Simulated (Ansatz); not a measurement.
Can LiTi₂O₄ (Fd-3m) replace Cu in a narrow line?

LiTi$_{2}$O$_{4}$ (Fd-3m): ρ₀ = 120 μΩ·cm, ℓ = 1.70 nm. Cu (Fm-3m): ρ₀ = 1.66 μΩ·cm, ℓ = 40.5 nm. Both at 300 K by PBEsol, DFPT electron-phonon coupling, linearised Boltzmann equation (plane waves, PAW, scalar-relativistic; Ansatz, a first-principles code); third figures are kept for the arithmetic, and halving the electron mesh moves ρ₀ by up to 1 and 1 % at 300 K, and ℓ by up to 1 and 1 % (the most at any temperature). Cell of LiTi₂O₄ (Fd-3m): a = b = c = 5.9051 Å, α = β = γ = 60.00°.

Square wire of width d: ρ(d) = ρ₀ + ρ₀ℓ [3(1 − p)/(4d) + 3R/(2D(1 − R))], with p = 0.2, R = 0.4, D = d.

**Question.** Reduce the formula and give each metal's size term.

**Answer.** With D = d the size term is Kρ₀ℓ/d, K = 0.75 × 0.8 + 1.5 × 0.4/0.60 = 1.60. LiTi₂O₄ (Fd-3m): ρ₀ℓ = 20.4×10⁻¹⁶ Ω·m², ρ = 120 + 326/d. Cu: 6.72×10⁻¹⁶ Ω·m², ρ = 1.66 + 108/d (μΩ·cm, d in nm).

**Question.** Do these numbers give a width at which LiTi₂O₄ (Fd-3m) overtakes?

**Answer.** Nowhere: neither ρ₀ nor ρ₀ℓ of LiTi₂O₄ (Fd-3m) lies under that of Cu.

**Question.** Give copper a liner of 2.5 nm on each side that carries no current, and suppose that LiTi₂O₄ (Fd-3m) needs no liner. Find the resistance of 1 μm of line, ρL/d², in square trenches of width w. Take w = 9, 10, 36, 45 nm.

**Answer.** 
| w (nm) | ρ, LiTi₂O₄ (Fd-3m) (μΩ·cm) | Ω/μm, LiTi₂O₄ (Fd-3m) | core d (nm) | ρ, Cu (μΩ·cm) | Ω/μm, Cu |
|---|---|---|---|---|---|
| 9 | 156 | 19300 | 4 | 29 | 17800 |
| 10 | 153 | 15300 | 5 | 23 | 9300 |
| 36 | 129 | 1000 | 31 | 5.1 | 53 |
| 45 | 127 | 630 | 40 | 4.3 | 27 |

The line of Cu has the lower resistance at w = 9, 10, 36, 45 nm. For Cu, d lies under 0.3 ℓ at w = 9, 10 nm, where the formula is only a guide.

The formula is the first-order form of the Fuchs-Sondheimer and Mayadas-Shatzkes models for a square wire of an isotropic metal and fails where d lies far under ℓ. p, R and D are assumed, not computed. ℓ is weighted by the current that each state carries; one path shared by all states gives a smaller ρ₀ℓ, by an amount that differs from metal to metal. Impurities, surface states and whether the polymorph can be grown are outside these numbers.

Formula and space group known from diffraction (Crystallography Open Database), not checked to be the room-temperature form: LiTi2O4 (Fd-3m).
